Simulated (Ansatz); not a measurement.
Start from MnNi3 in the Cu3Au type structure (space group Pm-3m, No. 221; ferromagnetic; relaxed with 0.1 eV smearing).

```
MnNi3
1.0
    3.50362     0.00000     0.00000
    0.00000     3.50362     0.00000
    0.00000     0.00000     3.50362
Mn Ni
1 3
Direct
  0.00000   0.00000   0.00000
  0.00000   0.50000   0.50000
  0.50000   0.00000   0.50000
  0.50000   0.50000   0.00000
```

Cartesian axes are those of the cell as printed.

All numbers come from PBEsol in Ansatz (plane waves to 420 eV, PAW, no SOC).

The change: biaxial strain −1.25 %, plane normal [001], relaxed out of plane (Cartesian); in-plane vectors clamped, the third vector and the atoms free.

Estimate the effect on the out-of-plane strain.

The out-of-plane strain is +1.38 %.

What happens to the energy relative to the base?

The energy increases by 3.0 meV/atom.

Other magnetic orders, which the real material may have, were not ruled out. No phonon test of stability was made.

Ansatz is a program for electronic structure.
